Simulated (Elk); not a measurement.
Elk run on MgGeAs2 (I-42d, 8 atoms in the cell): self-consistent single point.

Level of theory: Elk 10.2.4 with LDA (PW92), all-electron FP-LAPW, Elk's shipped species files, default APW+lo basis.

The change in words: lattice scaled by 0.98. Reference geometry:
```
MgGeAs2
1.0
   -2.97950     2.97950     5.55323
    2.97950    -2.97950     5.55323
    2.97950     2.97950    -5.55323
Mg Ge As
2 2 4
Cartesian
  0.00000   2.97950   2.77662
  0.00000   0.00000   0.00000
  0.00000   0.00000   5.55323
  2.97950   0.00000   2.77662
 -1.34137   1.48975   6.94154
  1.48975   1.34137   4.16492
  4.32087   1.48975   1.38831
  1.48975   1.63813  -1.38831
```

Reference input (self-consistent single point, DFT, LDA (PW92), all-electron FP-LAPW, Elk's shipped species files, default APW+lo basis): swidth = 0.00183747 Ha; ngridk = 3 3 3; rmtscf = 0.9; maxscl = 100. This run's input differs from it in these lines:

```diff
@@ -13,8 +13,8 @@
 scale
-  13.17305892
+  12.90959714
 
 avec
-   -0.4274207701    0.4274207701    0.7966322681
-    0.4274207701   -0.4274207701    0.7966322681
-    0.4274207701    0.4274207701   -0.7966322681
+   -0.4274207900    0.4274207900    0.7966322467
+    0.4274207900   -0.4274207900    0.7966322467
+    0.4274207900    0.4274207900   -0.7966322467
```

Output, abridged:

```
│ Self-consistent loop started │
│ Loop number : 1 │
 total energy                :     -13641.7067173
│ Loop number : 2 │
 total energy                :     -13641.5124589
RMS change in Kohn-Sham potential (target) :   0.7778870444E-01 (  0.1000000000E-05)
Absolute change in total energy (target)   :   0.1942583909     (  0.1000000000E-03)
│ Loop number : 3 │
 total energy                :     -13640.4929402
RMS change in Kohn-Sham potential (target) :   0.7294342382E-01 (  0.1000000000E-05)
Absolute change in total energy (target)   :    1.068083354     (  0.1000000000E-03)
│ Loop number : 4 │
   [... lines left out ...]
Absolute change in total energy (target)   :   0.1244662571E-02 (  0.1000000000E-03)
│ Loop number : 14 │
 total energy                :     -13623.7563926
RMS change in Kohn-Sham potential (target) :   0.1173283185E-06 (  0.1000000000E-05)
Absolute change in total energy (target)   :   0.3200479732E-03 (  0.1000000000E-03)
│ Loop number : 15 │
 total energy                :     -13623.7563874
RMS change in Kohn-Sham potential (target) :   0.1235856977E-07 (  0.1000000000E-05)
Absolute change in total energy (target)   :   0.8518855611E-04 (  0.1000000000E-03)
Convergence targets achieved

│ Loop number : 16 │

Energies :
 Fermi                       :     0.173111449448
 total energy                :     -13623.7563885

Density of states at Fermi energy :   0.8011095909E-02
 (states/Hartree/unit cell)

Estimated indirect band gap :   0.3395746906E-01
 from k-point      1 to k-point      1
Estimated direct band gap   :   0.3395746906E-01
 at k-point      1

Charges :
 core                        :    112.0000000
 valence                     :    108.0000000
 interstitial                :    15.65078892
 muffin-tins (core leakage)
  species :    1 (Mg)
   atom    1                 :    10.32900198     (  0.1332267630E-14)
   atom    2                 :    10.32900198     (  0.1332267630E-14)
  species :    2 (Ge)
   atom    1                 :    29.99697395     (  0.1339196412E-02)
   [... lines left out ...]
   atom    2                 :    30.92431480     (  0.6345315802E-03)
   atom    3                 :    30.92431480     (  0.6345315802E-03)
   atom    4                 :    30.92431480     (  0.6345315802E-03)
 total in muffin-tins        :    204.3492111
 total calculated charge     :    219.9510856
 total charge                :    220.0000000
 error                       :   0.4891435836E-01

│ Self-consistent loop stopped │
```

The run converged in 16 iterations. The count includes the last loop, which Elk runs after its targets are met. Against the reference run the free energy is nearly the same (within 1 meV/atom) and the gap on the mesh goes from 0.558 to 0.924 eV.

The starting cell comes from a database of computed structures (which also holds hypothetical and non-ambient phases and stackings), without a prior relaxation at this level. For this run, on top of that: lattice scaled by 0.98. Values depend on the basis (sphere radii, cutoffs, local orbitals), which need not be converged.

Cost on one core of a shared machine: roughly 2 min.
